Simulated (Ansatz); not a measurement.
B2O3 (P3₁21, No. 152) was calculated with r²SCAN in Ansatz (plane waves, PAW).

Numerical settings: plane-wave cutoff 600 eV, 12×12×4 k mesh (along the axes of the cell as run), scalar-relativistic PAW data made under PBE.

Computed at the level's own relaxed cell.

Hill averages of the elastic tensor: K = 51.6 GPa, G = 50.4 GPa. Volume 9.139 Å³/atom, mean atomic mass 13.924 u.

Task: Work out the density, the sound velocities of a polycrystal and the elastic Debye temperature at this level.

Result: ρ = 1.66054 × 13.924/9.139 = 2.530 g/cm³. v_l = √[(K + 4G/3)/ρ] = 6.852 km/s and v_t = √(G/ρ) = 4.463 km/s. The mean follows from 3/v_m³ = 1/v_l³ + 2/v_t³: v_m = 4.893 km/s. Θ_D = (ħ/k_B) v_m (6π²/V)^(1/3) = 76.38 K Å s/km × 4.893 × 1.8643 Å⁻¹ = 697 K, counting all atoms of the cell.

Ansatz is an electronic-structure program.
